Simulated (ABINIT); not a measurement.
ABINIT run on HfC (Fm-3m, 2 atoms in the cell): relaxation of cell and atoms.

Level of theory: PBE, PAW (JTH v2.0 PBE PAW) (plane waves; ABINIT 10.0.3).

Input:

```
# HfC, JTH v2.0 PBE PAW
pp_dirpath "./"
pseudos "Hf.GGA_PBE-JTH.xml, C.GGA_PBE-JTH.xml"
acell 3.2809754647 3.2809754647 3.2809754647 Angstrom
rprim
        -0.0000000000    0.7071067812    0.7071067812
         0.7071067812   -0.0000000000    0.7071067812
         0.7071067812    0.7071067812   -0.0000000000
natom 2
ntypat 2
znucl 72 6
typat 1 2
xred
         0.0000000000    0.0000000000    0.0000000000
         0.5000000000    0.5000000000    0.5000000000
ecut 21
pawecutdg 42
pawxcdev 0
occopt 3
tsmear 0.00367493
nband 13
kptopt 1
ngkpt 10 10 10
nshiftk 1
shiftk 0 0 0
nstep 60
tolvrs 1.0e-11
ionmov 3
ntime 40
tolmxf 5.0e-05
optcell 2
dilatmx 1.08
ecutsm 0.5
prtwf 0
prtden 0
prtvol 1
```

Output, abridged:

```
--- !BeginCycle
solver: {iscf: 17, nstep: 60, nline: 4, wfoptalg: 10, }
tolerances: {tolvrs: 1.00E-11, }
...

     iter   Etot(hartree)      deltaE(h)  residm     nres2
 ETOT  1  -55.115304964679    -5.512E+01 3.227E+00 1.717E+01
 ETOT  2  -55.853857962609    -7.386E-01 5.544E-02 2.204E+00
 ETOT  3  -55.851752691796     2.105E-03 1.043E-02 3.147E-01
 ETOT  4  -55.851691219335     6.147E-05 4.802E-03 5.134E-02
 ETOT  5  -55.851563668114     1.276E-04 2.114E-03 5.196E-04
   [... 7 lines left out ...]
 ETOT 13  -55.851573818212     5.699E-12 1.223E-04 2.264E-10
 ETOT 14  -55.851573818211     1.563E-13 7.569E-05 4.744E-11
 ETOT 15  -55.851573818212    -3.695E-13 5.126E-05 1.337E-11
 ETOT 16  -55.851573818212    -7.816E-14 3.150E-05 3.879E-14
 At SCF step   16       nres2   =  3.88E-14 < tolvrs=  1.00E-11 =>converged.

 Cartesian components of stress tensor (hartree/bohr^3)
  sigma(1 1)= -5.97386074E-05  sigma(3 2)=  0.00000000E+00
  sigma(2 2)= -5.97386074E-05  sigma(3 1)=  0.00000000E+00
  sigma(3 3)= -5.97386074E-05  sigma(2 1)=  0.00000000E+00

 ----iterations are completed or convergence reached----

 reduced coordinates (array xred) for    2 atoms
       0.000000000000      0.000000000000      0.000000000000
       0.500000000000      0.500000000000      0.500000000000
 cartesian forces (eV/Angstrom) at end:
    1     -0.00000000000000    -0.00000000000000    -0.00000000000000
    2     -0.00000000000000    -0.00000000000000    -0.00000000000000
 frms,max,avg= 0.0000000E+00 0.0000000E+00   0.000E+00  0.000E+00  0.000E+00 e/A
   [... lines left out ...]
 Fermi (or HOMO) energy (hartree) =   0.00953   Average Vxc (hartree)=  -0.45612
   [... lines left out ...]
'-kT*entropy'       : -3.89885113551674E-04
total_energy        : -5.58516126846366E+01
total_energy_eV     : -1.51979967196169E+03
...

-Cartesian components of stress tensor (GPa)         [Pressure= -5.8288E-03 GPa]
- sigma(1 1)=  5.82879196E-03  sigma(3 2)=  0.00000000E+00
- sigma(2 2)=  5.82879196E-03  sigma(3 1)=  0.00000000E+00
- sigma(3 3)=  5.82879195E-03  sigma(2 1)=  0.00000000E+00

 Calculation completed.
```

The run converged. 

Summary of the result:
- Free energy E − TS = -1519.80 eV
- Fermi level (on the code's own zero) = 0.26 eV
- Pressure = -0.01 GPa
- Final cell = a = b = c = 3.289 Å, α = β = γ = 60.00°
- Final volume per atom = 12.58 Å³
- Relaxation steps = 4

The starting cell has typed, rounded lattice constants, without a prior relaxation at this level. The relaxation keeps the symmetry of its start, so its end need not be a minimum.

Cost on one core of a shared machine: roughly 2 min.
